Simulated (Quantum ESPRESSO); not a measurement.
# Habitual settings against a tight run: Sr2IrO4 (I4/mmm, 7 atoms in the cell)

Self-consistent single point.

```
Sr2IrO4
1.0
    1.96546    -1.96546     6.34419
    1.96546     1.96546     6.34419
   -1.96546    -1.96546     6.34419
Sr Ir O
2 1 4
Direct
  0.00000   0.64586   0.64586
  0.00000   0.35414   0.35414
  0.00000   0.00000   0.00000
  0.50000   0.50000   0.00000
  0.50000   0.00000   0.50000
  0.00000   0.83741   0.83741
  0.00000   0.16259   0.16259
```
Moments meant for the start (each program seeds them in its own way; μB, in the order of the atoms Sr Sr Ir O O O O): 0.0 0.0 1.0 0.0 0.0 0.0 0.0.

Computed with PBEsol, GBRV 1.5 ultrasoft (PBESOL) pseudopotentials (plane waves; Quantum ESPRESSO).

Base settings: ecutwfc = 40 Ry; ecutrho = 320 Ry; occupations = smearing; smearing = fermi-dirac; degauss = 0.0073499 Ry; nspin = 2; potentials = {Sr: sr_pbesol_v1.uspp.F.UPF, Ir: ir_pbesol_v1.2.uspp.F.UPF, O: o_pbesol_v1.2.uspp.F.UPF}; K_POINTS = automatic 6 6 6 0 0 0; conv_thr = 1e-10 Ry; mixing_beta = 0.3.

Tight run (finer mesh or higher cutoff; not a proven limit): ecutwfc: 40 Ry → 56 Ry; ecutrho: 320 Ry → 448 Ry; conv_thr: 1e-10 Ry → 7.3e-11 Ry; K_POINTS: automatic 6 6 6 0 0 0 → automatic 9 9 9 0 0 0. It gave Fermi level (on the code's own zero) 11.38 eV; pressure -4.14 GPa; largest force (vector length) 0.077 eV/Å; size of the cell's spin moment 0.00 μB.

Quick runs, as changes from the base:
- A: the base itself
- B: ecutwfc: 40 Ry → 28 Ry; ecutrho: 320 Ry → 224 Ry; smearing: fermi-dirac → methfessel-paxton; degauss: 0.0073499 Ry → 0.0099958 Ry; pseudopotentials: {Sr: sr_pbesol_v1.uspp.F.UPF, Ir: ir_pbesol_v1.2.uspp.F.UPF, O: o_pbesol_v1.2.uspp.F.UPF} → {Sr: sr_lda_v1.uspp.F.UPF, Ir: ir_lda_v1.2.uspp.F.UPF, O: o_lda_v1.2.uspp.F.UPF}; K_POINTS: automatic 6 6 6 0 0 0 → automatic 8 8 8 0 0 0 [LDA (PZ)]
- C: ecutwfc: 40 Ry → 28 Ry; ecutrho: 320 Ry → 224 Ry; degauss: 0.0073499 Ry → 0.0147 Ry; K_POINTS: automatic 6 6 6 0 0 0 → automatic 4 4 4 0 0 0

Energies are extrapolated to zero smearing width, which holds to low order in the width alone (under cold and Methfessel-Paxton smearing the free energy itself is taken).

Dashes: energy of B, another energy zero.

† marks runs with another functional, U, potentials or spin treatment: their distance from the tight run is not a convergence error alone.

The count of work is k-points × plane waves × bands × iterations; it is no time. Core times come from one kind of shared machine and are given to one figure; runs under 30 s give none.

The starting cell comes from a database of computed structures (which also holds hypothetical and non-ambient phases and stackings), without a prior relaxation at this level. Its lattice was rescaled by a random factor within 2.5 % of one. The starting moments vanished: the run ended non-magnetic. In the base run, with a pressure of about -4 GPa the cell is away from its equilibrium volume at this level.

```csv
run,energy less tight (meV/atom),pressure less tight (GPa),largest miss in a force vector (eV/Å),count of work / tight,core time / tight (rough)
A,8.1,0.11,0.012,0.23,0.2
B†,–,-15.61,0.122,0.27,0.2
C,165.2,-10.43,0.039,0.056,0.06
```

Among the runs at the tight run's level, the energy misses run from 8.1 to 165.2 meV/atom.

Left out of this page: 3 runs of the series outside the window shown, repeating another row's setting, or not comparable.
